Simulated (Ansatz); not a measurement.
Results of r²SCAN (PAW; Ansatz, an electronic-structure program) for Pt3AlC (model structure, started from the Ni3MgC type, Pm-3m, No. 221, 5 atoms in the cell).

Settings: plane-wave cutoff 560 eV, 14×14×14 k mesh, Fermi–Dirac smearing 0.05 eV, scalar-relativistic PAW data made under PBE.

Cell (relaxed at this level):

```xyz
5
Lattice="4.1525 0.0000 0.0000 0.0000 4.1525 0.0000 0.0000 0.0000 4.1525" Properties=species:S:1:pos:R:3 pbc="T T T"
Al     0.0000     0.0000     0.0000
Pt     0.0000     2.0763     2.0763
Pt     2.0763     0.0000     2.0763
Pt     2.0763     2.0763     0.0000
C      2.0763     2.0763     2.0763
```

What does this level give for the bulk modulus B0?


bulk modulus B0: 222 GPa

The run finds no gap.

Note: the bulk modulus is −V dP/dV from two relaxed cells at ±2 % in volume; the relaxation could raise the start's symmetry but not lower it, so the cell can be a saddle point.

Spin–orbit coupling is not included; it can open a gap where bands touch, and shift volumes and moduli.

Static lattice: no zero-point or thermal effects.

Computing time: roughly 4 core-minutes.

A model structure was made by putting elements into a prototype or built by hand; it is no filed structure, need not be a known phase, and can be a saddle point held by its symmetry.
